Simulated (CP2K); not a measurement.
## Several settings converged on BiTe (Fm-3m, 2 atoms in the cell)

```yaml
crystal:
  lattice:
    - [4.57788, 0.00000, 0.00000]
    - [2.28894, 3.96456, 0.00000]
    - [2.28894, 1.32152, 3.73782]
  atoms:
    - { symbol: Bi, position: [0.00000, 0.00000, 0.00000] }
    - { symbol: Te, position: [0.50000, 0.50000, 0.50000] }
```

Base method: LDA (Pade form), GPW, TZVP-MOLOPT-SR-GTH basis, GTH-PADE potentials (GTH_POTENTIALS) (CP2K).

Base settings: CUTOFF = 400 Ry; REL_CUTOFF = 40 Ry; SMEAR/METHOD = FERMI_DIRAC; ELECTRONIC_TEMPERATURE = 1160.45 K; KPOINTS/SCHEME = MONKHORST-PACK 3 3 3; XC_FUNCTIONAL = PADE; Bi/BASIS_SET = TZVP-MOLOPT-SR-GTH-q5; Bi/POTENTIAL = GTH-PADE-q5; Te/BASIS_SET = TZVP-MOLOPT-SR-GTH-q6; Te/POTENTIAL = GTH-PADE-q6.

**The setting basis**

Level: DFT LDA (Pade form), GPW, TZV2P-MOLOPT-SR-GTH basis, GTH-PADE potentials (GTH_POTENTIALS).

Moved along: ADDED_MOS, Bi/BASIS_SET, Te/BASIS_SET.

The second cell is the first with its lattice scaled by 0.98.

The mesh stays at the base's, so the ladder's end is converged at best in this setting alone.

The sets are ordered by size and need not be nested.

Only quantities that move along the ladder and can be compared are tabulated.

```csv
basis (functions),free energy less the last step's (meV/atom),energy of the compressed cell less the first (meV/atom),pressure (GPa)
SZV-MOLOPT-SR-GTH-q5; SZV-MOLOPT-SR-GTH-q6 (8),857.46,50.75,2.32
DZVP-MOLOPT-SR-GTH-q5; DZVP-MOLOPT-SR-GTH-q6 (26),35.57,-7.14,-1.99
TZVP-MOLOPT-SR-GTH-q5; TZVP-MOLOPT-SR-GTH-q6 (34),11.91,-8.31,-2.06
TZV2P-MOLOPT-SR-GTH-q5; TZV2P-MOLOPT-SR-GTH-q6 (44),0.00,-9.31,-2.14
```

Coarsest basis (functions) that holds the free energy within 5 meV/atom: not settled: the last two steps still differ by 12 meV/atom, over half the tolerance, so the ladder does not show it.

Coarsest basis (functions) that holds the pressure within 0.5 GPa of the last step, with all finer ones: DZVP-MOLOPT-SR-GTH-q5; DZVP-MOLOPT-SR-GTH-q6 (26); the step before is off by 4.5 GPa.

Coarsest basis (functions) that holds the energy of the compressed cell less the first within 2 meV/atom: not settled: the last two steps still differ by 1.0 meV/atom, over half the tolerance, so the ladder does not show it.

**The setting rel cutoff**

The second cell is the first with its lattice scaled by 0.98.

The mesh stays at the base's, so the ladder's end is converged at best in this setting alone.

Only quantities that move along the ladder and can be compared are tabulated.

```tsv
REL_CUTOFF	free energy less the last step's (meV/atom)	energy of the compressed cell less the first (meV/atom)	pressure (GPa)
10 Ry	-8.82	-6.29	-1.88
20 Ry	-0.09	-8.30	-2.06
30 Ry	-0.01	-8.31	-2.06
40 Ry	0.00	-8.31	-2.06
50 Ry	0.00	-8.31	-2.06
60 Ry	0.00	-8.31	-2.06
80 Ry	0.00	-8.31	-2.06
100 Ry	0.00	-8.31	-2.06
```

Coarsest REL_CUTOFF that holds the free energy within 5 meV/atom of the last step, with all finer ones: 20 Ry; the step before is off by 8.8 meV/atom.

Coarsest REL_CUTOFF that holds the energy of the compressed cell less the first within 0.2 meV/atom of the last step, with all finer ones: 20 Ry; the step before is off by 2.0 meV/atom.

Coarsest REL_CUTOFF that holds the pressure within 0.05 GPa of the last step, with all finer ones: 20 Ry; the step before is off by 0.18 GPa.

On the base run: the starting cell comes from a database of computed structures (which also holds hypothetical and non-ambient phases and stackings), without a prior relaxation at this level. Its lattice was rescaled by up to half a per cent. Values carry the incompleteness of an atom-centred basis. Without a gap this mesh is coarse (it stands for a supercell whose shortest vector is 14 Å).
